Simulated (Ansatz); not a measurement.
Worked example: relaxation of cell and atoms of LaAs (Fm-3m, 2 atoms in the cell) in Ansatz (an electronic-structure program).

Level of theory: LDA (PW92), default PAW files made with PBE (plane waves; Ansatz).

The change in words: atoms on their sites; basis.ecutwfc: 420 eV → 840 eV; relax: default → cell and atoms. Reference geometry:
```
CELL_PARAMETERS angstrom
      0.00000     3.11458     3.11458
      3.11458     0.00000     3.11458
      3.11458     3.11458     0.00000
ATOMIC_POSITIONS crystal
  La 0.00803 0.00803 0.99197
  As 0.50000 0.50000 0.50000
```

Reference input (self-consistent single point, DFT, LDA (PW92), plane waves, default PAW files made with PBE): basis.ecutwfc = 420 eV; kpoints.mp_grid.grid = 9 9 9; hamiltonian.xc = lda; hamiltonian.pseudopotentials = {kind: paw} (the program's default PAW files); scf.occupations.method = gaussian; scf.occupations.width = 0.1 eV. This run's input differs from it in these lines:

Ansatz 0.2 input:
```diff
@@ -7,6 +7,6 @@
   atoms:
-    - { symbol: La, position: [0.008027, 0.008027, -0.008027] }
+    - { symbol: La, position: [0.000000, 0.000000, 0.000000] }
     - { symbol: As, position: [0.500000, 0.500000, 0.500000] }
 basis:
-  ecutwfc: 420.0
+  ecutwfc: 840.0
 kpoints:
@@ -18,2 +18,4 @@
   occupations: { method: gaussian, width: 0.1 }
+relax:
+  cell: {}
 output:
```

Output (repeated stretches shortened):

```
   [... SCF lines of the steps left out ...]
relax step   1: F+E_penalty+E_count = -10852.81707947 eV  Δ(F+E_penalty+E_count) = +0.000e0 eV  max|allowed force component| = 3.287e-30 eV/Å  Δτ_max = 0.0000 Å  P = -5.144 GPa  Ω = 60.427 Å³  (6 SCF iters, dr2 threshold 1.00e-7 eV, accepted)
relax step   2: F+E_penalty+E_count = -10852.82754961 eV  Δ(F+E_penalty+E_count) = -1.047e-2 eV  max|allowed force component| = 8.875e-31 eV/Å  Δτ_max = 0.0000 Å  P = +6.179 GPa  Ω = 51.904 Å³  energy of the carried Pulay correction = +3.135e-5 eV  [...]
   [... lines left out ...]
relax step   5: F+E_penalty+E_count = -10852.89756932 eV  Δ(F+E_penalty+E_count) = -9.212e-6 eV  max|allowed force component| = 3.550e-30 eV/Å  Δτ_max = 0.0000 Å  P = -0.002 GPa  Ω = 55.752 Å³  energy of the carried Pulay correction = +1.662e-5 eV  [...]
relax step   6: F+E_penalty+E_count = -10852.89755376 eV  Δ(F+E_penalty+E_count) = +1.556e-5 eV  max|allowed force component| = 5.259e-30 eV/Å  Δτ_max = 0.0000 Å  P = -0.002 GPa  Ω = 55.752 Å³  stress off target by 1.94e-3 GPa  SCF on the basis [...]
basis re-selected at this cell: Δ(F+E_penalty+E_count) = +1.556e-5 eV, ΔP = +0.000 GPa vs the last step
the relaxation is at rest under the 48 symmetry operations that the run kept from its start: a minimum is not shown …
Stability not checked: this state was not tested for a lower state beside it, because too few of the mixer's solves of this state at the end of the SCF gave a …
Free energy (F): -10852.897554 eV
Internal energy: -10852.896343 eV  (E = F + TS)
   [... lines left out ...]
Fermi energy:    10.194626 eV
  cell:  # Å, volume = 55.7524 Å³
   [... lines left out ...]
    - [-4.6972960849312615e-34, 3.0321076558935265, 3.0321076558935265]
    - [3.0321076558935265, 2.8183776478010126e-34, 3.0321076558935265]
    - [3.0321076558935265, 3.0321076558935265, 2.6750703172701844e-34]
  atoms:
    - { symbol: La, position: [1.0950115081928847e-35, -1.0950115081928919e-35, -3.2850345245776943e-35] }
    - { symbol: As, position: [0.49999999999999994, 0.49999999999999994, 0.49999999999999994] }
```

The run converged. 

Summary of the result:
Free energy E − TS (on the zero of these files): -10852.8976 eV
Fermi level (on the code's own zero): 10.19 eV
Pressure: 0.00 GPa
Final cell: a = 4.2880 Å, b = 4.2880 Å, c = 4.2880 Å, α = 60.00°, β = 60.00°, γ = 60.00°
Final volume per atom: 27.88 Å³
Relaxation steps: 6

The starting cell comes from a database of computed structures (which also holds hypothetical and non-ambient phases and stackings), without a prior relaxation at this level. Its lattice was rescaled by up to half a per cent. The relaxation keeps the symmetry of its start, so its end need not be a minimum. Ansatz's pressure includes its estimate of the finite-basis (Pulay) stress.

Cost on one core of a shared machine: roughly 30 s.
